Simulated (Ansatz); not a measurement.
Base system: HfO$_{2}$ in the fluorite structure (space group Fm-3m, No. 225; a = 5.0589 Å). Axes: x, y, z lie along the cube axes.

Method: r2SCAN in Ansatz (plane waves to 500 eV, PAW, without spin-orbit coupling), earlier PAW set.

One thing is altered: the cell is stretched by 0.79 % along y with no lateral relaxation; the atoms relax in the strained cell.

Question: Predict the stress tensor and what it implies for the stiffness.

Answer: Stress of the strained cell less that of the base (GPa, compression positive):
```
  -0.82    0.00    0.00
   0.00   -4.65    0.00
   0.00    0.00   -0.82
```

Then −Δσ_ii/ε with ε = 0.0079 gives relaxed-ion elastic constants: C22 ≈ 589 GPa, C12 ≈ 103 GPa and C23 ≈ 103 GPa.

Whether these cells are dynamically stable was not tested. This is not the structure that HfO2 has at room temperature and ambient pressure.

Ansatz is a program for electronic structure.
